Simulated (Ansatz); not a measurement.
The structure below was relaxed with plane-wave PAW DFT at the PBEsol level (Ansatz, an electronic-structure program, 420 eV), without spin-orbit coupling, at pressure 0.7 GPa.

Space group P6₃/mcm (No. 193); a = b = 7.3931 Å, c = 5.0595 Å, α = β = 90.00°, γ = 120.00°

```csv
atom,site,symmetry,x,y,z
Ti,4d,3.2,0.3333,0.6667,0.0000
Ti,6g,m2m,0.2493,0.2493,0.7500
Si,6g,m2m,0.3925,0.3925,0.2500
```

Q: Write out a cell with all atoms.

A: 
```cif
data_Si6Ti10
_chemical_formula_sum 'Ti10 Si6'
_space_group_name_H-M_alt 'P 1'
_space_group_IT_number 1
_cell_length_a 7.39311
_cell_length_b 7.39311
_cell_length_c 5.05950
_cell_angle_alpha 90.000
_cell_angle_beta 90.000
_cell_angle_gamma 120.000
loop_
_space_group_symop_operation_xyz
  'x, y, z'
loop_
_atom_site_label
_atom_site_type_symbol
_atom_site_fract_x
_atom_site_fract_y
_atom_site_fract_z
_atom_site_occupancy
Ti1 Ti 0.33333 0.66667 0.00000 1
Ti2 Ti 0.66667 0.33333 0.00000 1
Ti3 Ti 0.66667 0.33333 0.50000 1
Ti4 Ti 0.33333 0.66667 0.50000 1
Ti5 Ti 0.24933 0.00000 0.25000 1
Ti6 Ti 0.75067 0.00000 0.75000 1
Ti7 Ti 0.24933 0.24933 0.75000 1
Ti8 Ti 0.75067 0.75067 0.25000 1
Ti9 Ti 0.00000 0.24933 0.25000 1
Ti10 Ti 0.00000 0.75067 0.75000 1
Si1 Si 0.60747 0.00000 0.25000 1
Si2 Si 0.39253 0.00000 0.75000 1
Si3 Si 0.60747 0.60747 0.75000 1
Si4 Si 0.39253 0.39253 0.25000 1
Si5 Si 0.00000 0.60747 0.25000 1
Si6 Si 0.00000 0.39253 0.75000 1
```
This is the conventional cell.

Load acts through the strain it causes; cell and atoms are relaxed under it. No phonon test of stability was made. All final runs are without spin polarisation. The cell was made from Ti₅Si₃ (space group P6_3/mcm, No. 193) by this change: pressure 0.7 GPa.
